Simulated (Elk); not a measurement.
# Worked example: self-consistent single point of Ni₂Ge (P6_3/mmc, 6 atoms in the cell) in Elk

Method of the run: PBEsol, all-electron FP-LAPW, Elk's shipped species files, APW+lo basis with extra local orbitals (Elk 10.2.4).

Input:

```
tasks
  0

xctype
  22

rgkmax
  7.5

gmaxvr
  14.0

nxlo
  2

lorbcnd
  .true.

lmaxi
  3

stype
  0

swidth
  0.00999582

maxscl
  100

scale
  1.889726125

avec
    3.9798102527   -0.0000000586    0.0000000000
   -1.9899050756    3.4466168104    0.0000000000
    0.0000000000    0.0000000000    5.0238800000

atoms
  2
  'Ni.in'
  4
  0.6666666667  0.3333333333  0.2500000000    0.0 0.0 0.0
  0.3333333333  0.6666666667  0.7500000000    0.0 0.0 0.0
  0.0000000000  0.0000000000  0.0000000000    0.0 0.0 0.0
  0.0000000000  0.0000000000  0.5000000000    0.0 0.0 0.0
  'Ge.in'
  2
  0.6666666667  0.3333333333  0.7500000000    0.0 0.0 0.0
  0.3333333333  0.6666666667  0.2500000000    0.0 0.0 0.0

ngridk
  9 9 6
```

Output (repeated stretches shortened):

```
│ Elk code version 10.2.4 │

All units are atomic (Hartree, Bohr, etc.)

│ Ground-state run starting from atomic densities │

Lattice vectors :
   7.520751407     -0.1107379509E-06   0.000000000
  -3.760375608       6.513161829       0.000000000
   0.000000000       0.000000000       9.493757285

Unit cell volume      :    465.0409781
Brillouin zone volume :   0.5333943138

Muffin-tin inner radius fraction :   0.1000000000E-01

Nuclei treated as point charges

Species :    1 (Ni)
 parameters loaded from : Ni.in
 name : nickel
 nuclear charge    :   -28.00000000
 electronic charge :    28.00000000
 atomic mass :    106991.5230
 muffin-tin radius :    2.146053924
 number of radial points in muffin-tin :    497
 atomic positions (lattice), magnetic fields (Cartesian) :
   1 :   0.16666667  0.33333333 -0.25000000    0.00000000  0.00000000  0.00000000
   2 :  -0.16666667 -0.33333333  0.25000000    0.00000000  0.00000000  0.00000000
   3 :   0.50000000  0.00000000  0.50000000    0.00000000  0.00000000  0.00000000
   4 :   0.50000000  0.00000000  0.00000000    0.00000000  0.00000000  0.00000000

Species :    2 (Ge)
 parameters loaded from : Ge.in
 name : germanium
 nuclear charge    :   -32.00000000
 electronic charge :    32.00000000
 atomic mass :    132414.6195
 muffin-tin radius :    2.146053924
 number of radial points in muffin-tin :    497
 atomic positions (lattice), magnetic fields (Cartesian) :
   1 :   0.16666667  0.33333333  0.25000000    0.00000000  0.00000000  0.00000000
   2 :  -0.16666667 -0.33333333 -0.25000000    0.00000000  0.00000000  0.00000000

Total number of atoms per unit cell :    6

Spin treatment :
 spin-unpolarised

Number of Bravais lattice symmetries :   24
Number of crystal symmetries         :   24
Crystal has inversion symmetry
Real symmetric eigensolver will be used

k-point grid :      9     9     6
k-point offset :    0.000000000       0.000000000       0.000000000
   [... lines left out ...]
Maximum |G| for potential and density :    14.00000000
 potential will be trimmed for |G| > 2 gkmax
Constant for pseudocharge density :    8
Radial integration step length :    4

G-vector grid sizes :     35    35    45
Number of G-vectors :    21511

Maximum angular momentum used for
 APW functions                      :    8
 outer part of muffin-tin           :    6
 inner part of muffin-tin           :    3

Total nuclear charge    :   -176.0000000
Total core charge       :    84.00000000
Total valence charge    :    92.00000000
Total excess charge     :    0.000000000
Total electronic charge :    176.0000000

Effective Wigner radius, rₛ :   0.8576234526

Number of empty states         :   24
Total number of valence states :   70
Total number of core states    :   84

Conduction state local-orbitals added automatically
Total number of local-orbitals :  488

Exchange-correlation functional :     22     0     0
 PBEsol, Phys. Rev. Lett. 100, 136406 (2008)
 gradient requirement :    1
 generalised gradient approximation (GGA)

Smearing type :    0
 Gaussian
Smearing width :   0.9995820000E-02
Effective electronic temperature (K) :    3156.430308

Mixing type :    3
 Broyden mixing, J. Phys. A: Math. Gen. 17, L317 (1984)

Kohn-Sham potential initialised from atomic data
│ Self-consistent loop started │
│ Loop number : 1 │
 total energy                :     -10307.2574894
│ Loop number : 2 │
 total energy                :     -10305.9069535
RMS change in Kohn-Sham potential (target) :   0.2965291134     (  0.1000000000E-05)
Absolute change in total energy (target)   :    1.350535928     (  0.1000000000E-03)
│ Loop number : 3 │
 total energy                :     -10304.7967054
RMS change in Kohn-Sham potential (target) :   0.2810521316     (  0.1000000000E-05)
Absolute change in total energy (target)   :    1.447882049     (  0.1000000000E-03)
│ Loop number : 4 │
 total energy                :     -10302.1000668
RMS change in Kohn-Sham potential (target) :   0.2603117966     (  0.1000000000E-05)
Absolute change in total energy (target)   :    3.058609145     (  0.1000000000E-03)
│ Loop number : 5 │
 total energy                :     -10296.9013749
RMS change in Kohn-Sham potential (target) :   0.2121101450     (  0.1000000000E-05)
Absolute change in total energy (target)   :    5.963344133     (  0.1000000000E-03)
   [... lines left out ...]
Absolute change in total energy (target)   :   0.2207465624E-02 (  0.1000000000E-03)
│ Loop number : 14 │
 total energy                :     -10273.6417321
RMS change in Kohn-Sham potential (target) :   0.1811045002E-04 (  0.1000000000E-05)
Absolute change in total energy (target)   :   0.1357410431E-02 (  0.1000000000E-03)
│ Loop number : 15 │
 total energy                :     -10273.6425695
RMS change in Kohn-Sham potential (target) :   0.4135500176E-05 (  0.1000000000E-05)
Absolute change in total energy (target)   :   0.4980270569E-03 (  0.1000000000E-03)
│ Loop number : 16 │
 total energy                :     -10273.6425064
RMS change in Kohn-Sham potential (target) :   0.1269806616E-05 (  0.1000000000E-05)
Absolute change in total energy (target)   :   0.6139429570E-04 (  0.1000000000E-03)
│ Loop number : 17 │
 total energy                :     -10273.6425020
RMS change in Kohn-Sham potential (target) :   0.3118761705E-06 (  0.1000000000E-05)
Absolute change in total energy (target)   :   0.1101009912E-04 (  0.1000000000E-03)
Convergence targets achieved

│ Loop number : 18 │

Energies :
 Fermi                       :     0.374219401717
 sum of eigenvalues          :     -5885.96741494
 electron kinetic            :      10457.3683177
 core electron kinetic       :      9508.15623479
 Coulomb                     :     -20324.8794221
 Coulomb potential           :     -15811.1376130
 nuclear-nuclear             :     -1397.69951996
 electron-nuclear            :     -22043.2221912
 Hartree                     :      3116.04228907
 Madelung                    :     -12419.3106155
 xc potential                :     -532.198119598
 exchange                    :     -396.495927490
 correlation                 :     -9.63547027232
 total energy                :     -10273.6425021

Density of states at Fermi energy :    92.91813170
 (states/Hartree/unit cell)

Estimated indirect band gap :   0.8095216681E-04
 from k-point      6 to k-point     43
Estimated direct band gap   :   0.9799125231E-02
 at k-point      6

Charges :
 core                        :    84.00000000
 valence                     :    92.00000000
 interstitial                :    8.732877777
 muffin-tins (core leakage)
  species :    1 (Ni)
   atom    1                 :    26.89480794     (  0.1124143937E-02)
   atom    2                 :    26.89480794     (  0.1124143937E-02)
   atom    3                 :    26.74516531     (  0.1104451709E-02)
   atom    4                 :    26.74516531     (  0.1104451709E-02)
  species :    2 (Ge)
   atom    1                 :    29.99358787     (  0.1430667752E-02)
   atom    2                 :    29.99358787     (  0.1430667752E-02)
 total in muffin-tins        :    167.2671222
 total calculated charge     :    175.9749434
 total charge                :    176.0000000
 error                       :   0.2505662732E-01

│ Self-consistent loop stopped │
```

The run converged in 18 iterations. The count includes the last loop, which Elk runs after its targets are met.

The starting cell comes from a database of computed structures (which also holds hypothetical and non-ambient phases and stackings), without a prior relaxation at this level. Spin polarisation is off. Values depend on the basis (sphere radii, cutoffs, local orbitals), which need not be converged. The log's line on a gap gives a spacing of levels on this mesh, which the program prints for metals too.

Cost on one core of a shared machine: roughly 3 min.
